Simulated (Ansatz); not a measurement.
System: rock-salt NaH. Method: PBE-D3(BJ) (PAW; Ansatz, an electronic-structure program).

Input file:

Ansatz 0.2 input:
```yaml
crystal:
  lattice:
    - [0.0, 2.358838072, 2.358838072]
    - [2.358838072, 0.0, 2.358838072]
    - [2.358838072, 2.358838072, 0.0]
  atoms:
    - { symbol: Na, position: [0.0, 0.0, 0.0] }
    - { symbol: H, position: [0.5, 0.5, 0.5] }
basis:
  ecutwfc: 520
  ecutrho_ratio: 4
  xc_grid: 2
kpoints:
  mp_grid: { grid: [12, 12, 12] }
  band_path:
    path:
      - [0.0, 0.0, 0.0]
      - [0.038462, 0.0, 0.038462]
      - [0.076923, 0.0, 0.076923]
      - [0.115385, 0.0, 0.115385]
      - [0.153846, 0.0, 0.153846]
      - [0.192308, 0.0, 0.192308]
      - [0.230769, 0.0, 0.230769]
      - [0.269231, 0.0, 0.269231]
      - [0.307692, 0.0, 0.307692]
      - [0.346154, 0.0, 0.346154]
      - [0.384615, 0.0, 0.384615]
      - [0.423077, 0.0, 0.423077]
      - [0.461538, 0.0, 0.461538]
      - [0.5, 0.0, 0.5]
      - [0.53125, 0.0625, 0.53125]
      - [0.5625, 0.125, 0.5625]
      - [0.59375, 0.1875, 0.59375]
      - [0.625, 0.25, 0.625]
      - [0.375, 0.375, 0.75]
      - [0.348214, 0.348214, 0.696429]
      - [0.321429, 0.321429, 0.642857]
      - [0.294643, 0.294643, 0.589286]
      - [0.267857, 0.267857, 0.535714]
      - [0.241071, 0.241071, 0.482143]
      - [0.214286, 0.214286, 0.428571]
      - [0.1875, 0.1875, 0.375]
      - [0.160714, 0.160714, 0.321429]
      - [0.133929, 0.133929, 0.267857]
      - [0.107143, 0.107143, 0.214286]
      - [0.080357, 0.080357, 0.160714]
      - [0.053571, 0.053571, 0.107143]
      - [0.026786, 0.026786, 0.053571]
      - [0.045455, 0.045455, 0.045455]
      - [0.090909, 0.090909, 0.090909]
      - [0.136364, 0.136364, 0.136364]
      - [0.181818, 0.181818, 0.181818]
      - [0.227273, 0.227273, 0.227273]
      - [0.272727, 0.272727, 0.272727]
      - [0.318182, 0.318182, 0.318182]
      - [0.363636, 0.363636, 0.363636]
      - [0.409091, 0.409091, 0.409091]
      - [0.454545, 0.454545, 0.454545]
      - [0.5, 0.5, 0.5]
      - [0.5, 0.472222, 0.527778]
      - [0.5, 0.444444, 0.555556]
      - [0.5, 0.416667, 0.583333]
      - [0.5, 0.388889, 0.611111]
      - [0.5, 0.361111, 0.638889]
      - [0.5, 0.333333, 0.666667]
      - [0.5, 0.305556, 0.694444]
      - [0.5, 0.277778, 0.722222]
      - [0.5, 0.25, 0.75]
      - [0.5, 0.208333, 0.708333]
      - [0.5, 0.166667, 0.666667]
      - [0.5, 0.125, 0.625]
      - [0.5, 0.083333, 0.583333]
      - [0.5, 0.041667, 0.541667]
    npoints: 1
hamiltonian:
  xc: pbe
  dispersion: d3bj
  pseudopotentials: { kind: paw }
scf:
  occupations: { method: fermi_dirac, width: 0.01 }
  convergence: { dr2_threshold: 0.0000000002 }
output:
  forces: true
  stress: true
  eigenvalues: true
  write_bands: true
```

Output (set-up and result lines):

```
Crystal: 2 atoms, lattice volume = 26.250 Å³
Basis set: ecut = 520 eV, 725 PW (Γ), exchange–correlation on 50×50×50 points (8 copies of the dense FFT grid, shifted against one another)
Bands: 9, of which v1, the nominal top of the filled ones, is band 5 counted from 1 (4 counted from 0)
Symmetry: 48 space group operations
Space group: Fm-3m (ITA 225), of the structure as read, at distance tolerance 3.0e-5 Å
k-points: 72 of 1728
Functional: x = pbe(κ = 0.804, μ = 0.2195149727645171), c = pbe(β = 0.06672455060314922)
SCF iter   1: F=—  HF=-1502.980361 eV  |F-HF|=—  |Δ(HF+E_count)|=         —  Δρ=7.52e-4  dr2=7.62e-5
SCF iter   2: F=—  HF=-1502.980211 eV  |F-HF|=—  |Δ(HF+E_count)|=   1.51e-4  Δρ=4.35e-4  dr2=3.26e-5
  ...
SCF iter   6: F=—  HF=-1502.980231 eV  |F-HF|=—  |Δ(HF+E_count)|=   4.06e-8  Δρ=3.60e-6  dr2=2.17e-9
SCF iter   7: F=-1502.980231 eV  HF=-1502.980231 eV  |F-HF|=1.17e-10  |Δ(HF+E_count)|=  4.07e-10  Δρ=9.93e-7  dr2=1.86e-10
SCF 1 converged in 7 iterations: F = -1502.980231 eV  dr2 = 1.86e-10
SCF converged after 7 iterations
Free energy (F): -1502.980231 eV
Internal energy: -1502.980231 eV  (E = F + TS)
E sigma→0 (E₀):  -1502.980231 eV
Fermi energy:    3.154888 eV
--- Stress (GPa, compression-positive) ---
       -0.000005      -0.000000      -0.000000
       -0.000000      -0.000005       0.000000
        0.000000       0.000000      -0.000005
  P = ⅓ Tr σ = -0.0000 GPa (-0.000 kbar)
```

It cost very roughly 3 core-seconds of CPU time.
